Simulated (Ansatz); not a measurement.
Take PtSe2 in the CdI2 type structure (space group P-3m1, No. 164; a = 3.7352 Å, c = 5.2073 Å; layered, stacked along the Cartesian z axis; relaxed with 0.1 eV smearing) as the base. Axes: x lies along a and z along c of the hexagonal cell.

Level of theory: r2SCAN+rVV10 in Ansatz (plane waves to 500 eV, PAW, spin-orbit coupling left out).

One thing is altered: an isotropic linear strain of −2.04 %, atoms relaxed at fixed cell.

Q: Predict the stress tensor and what it implies for the stiffness.

A: Stress of the strained cell less that of the base (GPa, compression positive):
```
    6.4     0.0     0.0
    0.0     6.4     0.0
    0.0     0.0     2.4
```

Then B = −ΔP/(ΔV/V₀) with ΔV/V₀ = -0.0600 gives secant stiffness values (nonlinear terms included at this strain): B (at held cell shape, above the free-shape value) ≈ 84 GPa.

As a check, the harmonic strain energy −½ V₀ Δσ:ε is 20 meV/atom; the computed energy rise is 19 meV/atom.

No phonon test of stability was made. The final runs are not spin-polarised.

Ansatz is a program for electronic structure.
